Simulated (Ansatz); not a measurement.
This Ansatz (an electronic-structure program) input is the reference run, GaAs in the zinc blende structure (space group F-43m, No. 216), computed with LDA/PAW in Ansatz, no SOC:

Ansatz 0.2 input:
```yaml
crystal:
  lattice:
    - [0, 2.8013971827, 2.8013971827]
    - [2.8013971827, 0, 2.8013971827]
    - [2.8013971827, 2.8013971827, 0]
  atoms:
    - { symbol: Ga, position: [0, 0, 0] }
    - { symbol: As, position: [0.25, 0.25, 0.25] }
basis: { ecutwfc: 420, ecutrho_ratio: 4, xc_grid: 2, fft_grid_basis: typed }
kpoints: { mp_grid: { grid: [10, 10, 10] } }
hamiltonian:
  xc: lda
  dispersion: none
  pseudopotentials: { kind: paw }
scf: { occupations: { method: fermi_dirac, width: 0.05 }, convergence: { dr2_threshold: 0.0000000002 } }
output: { forces: true, stress: true }
checkpoint: { write: state.ck, write_every: 1000 }
```

### Question
Write the input for this change: tensile biaxial strain of 2.50 % in the plane normal to [111], as in epitaxy on a mismatched substrate; the out-of-plane cell vector and the atoms relax.

### Answer
Ansatz 0.2 input:
```yaml
crystal:
  lattice:
    - [4.0608182366, 0, 0]
    - [2.0304091183, 3.516771753, 0]
    - [2.0304091183, -1.172257251, 3.1943401496]
  atoms:
    - { symbol: Ga, position: [0, 0, 0] }
    - { symbol: As, position: [0.5, 0.25, 0.75] }
basis: { ecutwfc: 420, ecutrho_ratio: 4, xc_grid: 2, fft_grid_basis: typed }
kpoints: { mp_grid: { grid: [10, 10, 10] } }
hamiltonian:
  xc: lda
  dispersion: none
  pseudopotentials: { kind: paw }
scf: { occupations: { method: fermi_dirac, width: 0.05 } }
relax: { f_tol: 0.005, max_steps: 50, cell: { stress_tol: 0.01, fix: [a, b, gamma] } }
output: { forces: true, stress: true }
checkpoint: { write: state.ck, write_every: 1000 }
```
This is the input that was run; other choices of cell and start would serve too.

Stability against distortions was not tested.
